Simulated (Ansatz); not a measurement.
System: Ru-vacancy pair (Ru on one host Ag site, one Ag site vacant) in fcc Ag (neutral cell). The step: a nearby Ag atom hops onto the vacant site (Ru-vacancy distance between ideal sites 2.93 Å throughout); the atom moves 2.76 Å along (-0.47, 0.47, 0.00) of the unit cell; the moving atom starts with neighbours Ag at 2.84, 2 Ag at 2.89, 2 Ag at 2.92, 3 Ag at 2.96, 2 Ag at 3.01; Ru at 2.87 Å and ends with Ag at 2.84, 2 Ag at 2.89, 2 Ag at 2.92, 3 Ag at 2.96, 2 Ag at 3.01; Ru at 2.87 Å. DFT values are from Ansatz (plane-wave PAW, 420 eV unless said) in a cell of 32 host sites, spin-restricted, static, with no finite-size correction. Forms of the defect that were not tried may lie lower. For the PBE band: the saddle point's order was not checked, and it lies on a symmetry element of the cell, where a band can be held.

```json
[
 {"Level": "CHGNet universal potential (has no charge state), its own band", "Forward barrier (eV)": "0.36", "Cost of the band or of the saddle's single point": "-"},
 {"Level": "PBE, a 2×2×2 k-point mesh shifted by half a step, band relaxed", "Forward barrier (eV)": "0.47", "Cost of the band or of the saddle's single point": "about 24 core-minutes (a rough figure)"},
 {"Level": "PBE, a 4×4×4 k-point mesh shifted by half a step, same geometries", "Forward barrier (eV)": "0.52", "Cost of the band or of the saddle's single point": "very roughly 10 core-minutes"},
 {"Level": "r2SCAN at 500 eV, a 2×2×2 k-point mesh shifted by half a step, same geometries", "Forward barrier (eV)": "___", "Cost of the band or of the saddle's single point": "about 2.9 core-minutes (a rough figure)"}
]
```

Complete the blanks.


- r2SCAN at 500 eV, a 2×2×2 k-point mesh shifted by half a step, same geometries, Forward barrier (eV): 0.43

Ansatz is a quantum-chemistry and plane-wave program.
